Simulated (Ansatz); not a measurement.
Levels about the gap of amorphous Al$_{28}$O$_{44}$Ti (73 atoms in a cell of 803 Å³, 3.12 g/cm³; zone centre alone, so wide bands show as single levels with stretches between that a denser mesh fills), at the geometry that PBE relaxed, where it gives -0.6 GPa on a denser mesh. The participation number counts the atoms over which a state spreads; weights are charges in smoothed Voronoi cells. The levels come from a single point, so bond lengths are those of that geometry. Method of the levels: PBE, scalar-relativistic without spin-orbit coupling (Ansatz, a quantum-chemistry and plane-wave program). Sampling: the zone centre alone; Fermi-Dirac width 0.02 eV; no spin polarisation. At PBE the levels at both edges of the gap are localised (band-tail or defect states), and the nearest spread-out levels lie 4.0 eV apart at the zone centre.

It comes from a melt-quench run on a machine-learned potential (CHGNet), relaxed afterwards by DFT. O atoms were pushed apart under 1.9 Å during the dynamics, to hinder bonds among them. The hot cell started wider than the set density and was brought back towards it in steps. It is the lowest in DFT energy of 2 quenches. It is a model cell: composition and starting density were chosen by hand, and all elements were melted together. No dispersion term was used. Its density started from a set value of 3.12 and ended at 3.12 g/cm³. The simulated quench (nominally 340 K/ps over its main leg) is rapid and tends to freeze in more defects than a deposited or slowly cooled glass has. One small periodic cell is one sample of the glass; other quenches scatter about these values. The volume was held where the preparation left it, at a PBE pressure of -0.6 GPa (tension). Stress components on the final sampling reach 1.7 GPa.

| E - E(highest filled), eV | filling | participation number | largest on | weight O | weight Ti | weight Al |
|---|---|---|---|---|---|---|
| -0.66 | filled | 15.5 | O, 3 neighbours | 0.94 | 0.00 | 0.05 |
| -0.62 | filled | 19.4 | O, 3 neighbours | 0.94 | 0.00 | 0.05 |
| -0.56 | filled | 13.0 | O, 3 neighbours | 0.95 | 0.00 | 0.05 |
| -0.46 | filled | 2.7 | O, 2 neighbours | 0.94 | 0.00 | 0.06 |
| -0.33 | filled | 3.6 | O, 3 neighbours | 0.95 | 0.00 | 0.05 |
| -0.20 | filled | 4.1 | O, 3 neighbours | 0.95 | 0.00 | 0.05 |
| 0.00 | filled | 3.7 | O, 2 neighbours | 0.94 | 0.00 | 0.06 |
| 2.44 | empty | 1.8 | Ti, 6 neighbours | 0.22 | 0.75 | 0.04 |
| 2.75 | empty | 1.7 | Ti, 6 neighbours | 0.22 | 0.75 | 0.02 |
| 2.83 | empty | 1.8 | Ti, 6 neighbours | 0.23 | 0.74 | 0.03 |
| 3.37 | empty | 64.0 | Al, 4 neighbours | 0.57 | 0.02 | 0.42 |
| 4.24 | empty | 2.3 | Ti, 6 neighbours | 0.29 | 0.65 | 0.06 |
| 4.76 | empty | 2.5 | Ti, 6 neighbours | 0.29 | 0.62 | 0.09 |
| 5.29 | empty | 19.8 | Al, 4 neighbours | 0.56 | 0.01 | 0.43 |

Most localised among these is the empty level at +2.75 eV, on a Ti atom, which has 6 neighbours (O 1.82 Å, O 1.91 Å, O 1.94 Å, O 2.10 Å, O 2.20 Å, O 2.25 Å).
